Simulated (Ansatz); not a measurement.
We consider NH₄Br (P-43m, No. 215, 6 atoms in the cell; start mp-36248), described by r²SCAN-D4 (plane waves, PAW; Ansatz, a quantum-chemistry and plane-wave program).

Settings: plane-wave cutoff 500 eV, 10×10×10 k mesh, gaussian smearing 0.02 eV, scalar-relativistic PAW data made under PBE.

Cell (relaxed at this level):

```yaml
crystal:
  lattice:
    - [4.00086, 0.00000, 0.00000]
    - [0.00000, 4.00086, 0.00000]
    - [0.00000, 0.00000, 4.00086]
  atoms:
    - { symbol: H, position: [0.14878, 0.14878, 0.85122] }
    - { symbol: H, position: [0.14878, 0.85122, 0.14878] }
    - { symbol: H, position: [0.85122, 0.85122, 0.85122] }
    - { symbol: H, position: [0.85122, 0.14878, 0.14878] }
    - { symbol: Br, position: [0.50000, 0.50000, 0.50000] }
    - { symbol: N, position: [0.00000, 0.00000, 0.00000] }
```

**Question.** Predict the band gap.

**Answer.** 
- band gap: 4.81 eV (on the SCF k mesh)

Note: the relaxation could not lower the start's symmetry, so the cell can be a saddle point above a distorted one.

Spin–orbit coupling is not included.

Computed values are for the static lattice.

A start named mp-… is a Materials Project structure, which need not be a measured phase.
